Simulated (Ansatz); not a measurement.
Take PtSe2 in the CdI2 type structure (space group P-3m1, No. 164; a = 3.7391 Å, c = 4.6295 Å; layered) as the base.

Modification: a free-standing slab of 2 layers (6 atoms, 3 a layer) is cut normal to the stacking axis, with 15 Å of vacuum and the in-plane cell relaxed.

Levels (all Ansatz, an electronic-structure program, PAW): PBEsol-D3(BJ) (420 eV, without spin-orbit coupling); r2SCAN (500 eV, spin-orbit coupling left out); HSE06 (420 eV, scalar-relativistic without spin-orbit coupling).

At the geometry relaxed with PBEsol-D3(BJ), these levels gave the following band gaps, in shuffled order: (a) 0.56 eV, (b) 0.31 eV, (c) 0.15 eV.

### Question
Match each gap to its level.

### Answer
(a) HSE06; (b) r2SCAN; (c) PBEsol-D3(BJ).

Single points use the geometry relaxed with PBEsol-D3(BJ). The hybrid gap comes from the SCF mesh plus the semilocal run's edge points and a few special points and is an upper bound. With Pt present, leaving out spin-orbit coupling can change the band edges. Stability against distortions was not tested. All final runs are without spin polarisation. A zero or small gap of PtSe2 can be the functional's error rather than a property of the material.
